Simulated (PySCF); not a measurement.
PySCF 2.14.0, unrestricted PBE/def2-svp, df: arsenic trifluoride cation (F[As](F)F), charge +1, multiplicity 2, 4 atoms. The geometry is a generated start, not checked to be a minimum at this level.

```json
{
 "task": "energy",
 "method": "pbe",
 "basis": "def2-svp",
 "two_electron_scheme": "density fitting",
 "mol.max_memory": "3000 MB",
 "mf.max_cycle": "100",
 "mf.init_guess": "minao (default)",
 "mf.DIIS": "CDIIS (default)",
 "mf.conv_tol": "1e-09 (default)",
 "mf.grids.level": "3 (default)",
 "basis_functions": "74",
 "grid_points": "63216"
}
```

```xyz
4

F     -0.8183    -1.1858    -0.2289
As     0.0064     0.0012     0.7071
F      1.4311    -0.1151    -0.2457
F     -0.6192     1.2996    -0.2325
```

Charge 1 and multiplicity 2 are set for this test and not shown to be the ground state.

One run each on 2 threads, 1 BLAS thread. Values of diis_space tried: 3, 5, 8 (default), 12, 20.

**Question.** Which value of diis_space needs the fewest Fock builds, and what happens away from it?

**Answer.** Fewest Fock builds, within one of each other: 8 (default) with 14, 12 with 14, 20 with 14. The count rises to 18 at 5. The run ends without SCF convergence in 100 cycles at 3.

| diis_space | Fock builds | end |
|---|---|---|
| 3 | 101 | no convergence |
| 5 | 18 | same solution |
| 8 (default) | 14 | same solution |
| 12 | 14 | same solution |
| 20 | 14 | same solution |
